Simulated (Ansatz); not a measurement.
Take Si in the diamond structure (space group Fd-3m, No. 227; a = 5.4703 Å) as the base.

Level of theory: PBE (Ansatz, an electronic-structure program), without spin-orbit coupling.

One change was made to it. Results:

```json
[
 {"quantity": "lattice parameter a", "base": "5.470 Å", "after": "5.513 Å"},
 {"quantity": "hole mass (degenerate bands, along [100])", "base": "0.16, 0.27, 0.27 mₑ (at Γ)", "after": "0.15, 0.27, 0.27 mₑ (at Γ)"},
 {"quantity": "smallest direct gap", "base": "2.55 eV", "after": "2.53 eV"}
]
```

### Question
Name the change that was made.
(A) pressure −2 GPa
(B) pressure 2.1 GPa
(C) pressure 0.9 GPa
(D) pressure 15 GPa
(E) pressure −1 GPa

### Answer
A, pressure −2 GPa. For comparison, the lattice parameter a in the other runs: pressure 15 GPa gives 5.241 Å; pressure −1 GPa gives 5.491 Å; pressure 0.9 GPa gives 5.452 Å; pressure 2.1 GPa gives 5.429 Å.

Load acts through the strain it causes; cell and atoms are relaxed under it. Effective masses come from finite differences of ±0.01 Å⁻¹. Stability against distortions was not tested. Measured, Si leaves this structure (for the β-tin structure) near 12 GPa (room temperature; as listed in arXiv:1906.07825).
